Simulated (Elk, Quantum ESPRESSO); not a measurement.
An Elk input for a self-consistent single point of Mg2Ge (Fm-3m, 3 atoms in the cell) (DFT, PBE, all-electron FP-LAPW, Elk's shipped species files, APW+lo basis with extra local orbitals):

```
tasks
  0

xctype
  20

rgkmax
  7.5

gmaxvr
  16.0

nxlo
  2

lorbcnd
  .true.

lmaxi
  2

stype
  3

swidth
  0.000734986

scale
  1.889726125

avec
    0.0000000000    3.1311000000    3.1311000000
    3.1311000000    0.0000000000    3.1311000000
    3.1311000000    3.1311000000    0.0000000000

atoms
  2   : nspecies
  'Mg.in'   : spfname
  2   : natoms; atposl, bfcmt below
  0.2500000000  0.2500000000  0.2500000000    0.0 0.0 0.0
  0.7500000000  0.7500000000  0.7500000000    0.0 0.0 0.0
  'Ge.in'   : spfname
  1   : natoms; atposl, bfcmt below
  0.0000000000  0.0000000000  0.0000000000    0.0 0.0 0.0

ngridk
  7 7 7
```

Task: Translate this input to Quantum ESPRESSO.

Result: One input that does it (others would too):

```fortran
&control
    calculation = 'scf',
    prefix = 'Mg2Ge',
    outdir = './work',
    pseudo_dir = './',
    tprnfor = .true.,
    tstress = .true.,
/
&system
    ibrav = 0,
    nat = 3,
    ntyp = 2,
    ecutwfc = 85,
    occupations = 'smearing',
    smearing = 'fd',
    degauss = 0.00147,
/
&electrons
    conv_thr = 1.0d-10,
    mixing_beta = 0.4,
/
ATOMIC_SPECIES
Mg    24.3050  Mg.upf
Ge    72.6300  Ge.upf
ATOMIC_POSITIONS crystal
Mg    0.25000000    0.25000000    0.25000000
Mg    0.75000000    0.75000000    0.75000000
Ge    0.00000000    0.00000000    0.00000000
K_POINTS automatic
7 7 7  0 0 0
CELL_PARAMETERS angstrom
   0.00000000     3.13110000     3.13110000
   3.13110000     0.00000000     3.13110000
   3.13110000     3.13110000     0.00000000
```

Basis, cutoffs, solver keys and any potentials are the target program's own. This input uses DFT, PBE, plane waves, PseudoDojo standard norm-conserving (PBE) pseudopotentials. Both were run: gap on the mesh 0.216 eV in Elk and 0.226 in Quantum ESPRESSO.

On Quantum ESPRESSO: the starting cell has typed, rounded lattice constants, without a prior relaxation at this level. For this run, on top of that: lattice scaled by 0.98. With a pressure of about 4 GPa the cell is away from its equilibrium volume at this level.

On Elk: the starting cell has typed, rounded lattice constants, without a prior relaxation at this level. For this run, on top of that: lattice scaled by 0.98. Values depend on the basis (sphere radii, cutoffs, local orbitals), which need not be converged.
